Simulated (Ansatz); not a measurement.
We consider Si (I4/mmm, No. 139, 4 atoms in the cell; start mp-999200; another form than the element's usual one), described by r²SCAN (Ansatz, a program for electronic structure, plane waves, PAW).

Run with plane-wave cutoff 600 eV, 10×10×10 k mesh, scalar-relativistic PAW data made under PBE.

Cell (relaxed at this level):

Space group I4/mmm (No. 139); a = b = 6.6543 Å, c = 3.8447 Å, α = β = γ = 90.00°

| atom | site | symmetry | x | y | z |
|---|---|---|---|---|---|
| Si | 8h | m.2m | 0.1788 | 0.1788 | 0.0000 |
(The calculation used a cell of 4 atoms; values per cell refer to that cell.)

### Question
Estimate the Voigt–Reuss–Hill bulk modulus, Voigt–Reuss–Hill shear modulus (Hill average), Young modulus and Poisson ratio that the calculation returns.

### Answer

Voigt–Reuss–Hill bulk modulus: 88.7 GPa
Voigt–Reuss–Hill shear modulus (Hill average): 50.7 GPa
Young modulus: 128 GPa
Poisson ratio: 0.260

Note: the relaxation could not lower the start's symmetry, so the cell can be a saddle point above a distorted one.

Elastic constants are with the ions relaxed.

It cost roughly 12 core-minutes of CPU time.

A start named mp-… is a Materials Project structure, which need not be a measured phase.
